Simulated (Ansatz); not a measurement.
Functionals compared on N on the 1x1 (110) surface of bcc Mo, one in a 2x2 cell, started at the site 'hollow Mo-Mo-Mo', in Ansatz (plane waves, PAW). The structure was relaxed with PBE; the other rows are single points on it, each with its references at the same level. Cutoff 420 eV (500 eV for r2SCAN).

Model: 17-atom slab, 6.5 Å thick at the start under the adsorbate (thin: gaps and levels are the slab's own), 6x6x1 mesh, Fermi-Dirac 0.1 eV, dipole correction, 8 atoms held, the rest relaxed; symmetry of the start imposed; no spin, no spin-orbit, no U, no dispersion correction. At the end it is bonded to 3 Mo. In PBE it is, or lies within 0.03 eV of, the lowest of the starts that converged. These notes are the PBE run's. Adsorption energies are against ½ N2(g). A negative adsorption energy means that the adsorbate is more stable on the surface than in its reference.

```tsv
functional	adsorption energy (eV)	work function of the top face (eV)	change of the work function (eV)	rough cost of the single point
PBE	-1.79	4.90	0.31	–
RPBE	-1.55	4.74	0.30	about 2.1 core-minutes (a rough figure)
r2SCAN	[?]	[?]	[?]	roughly 4 core-minutes
```

Problem. Complete the blanks.

Solution. 
- r2SCAN, adsorption energy (eV): -2.04
- r2SCAN, work function of the top face (eV): 4.94
- r2SCAN, change of the work function (eV): 0.30

Ansatz is a quantum-chemistry and plane-wave program.
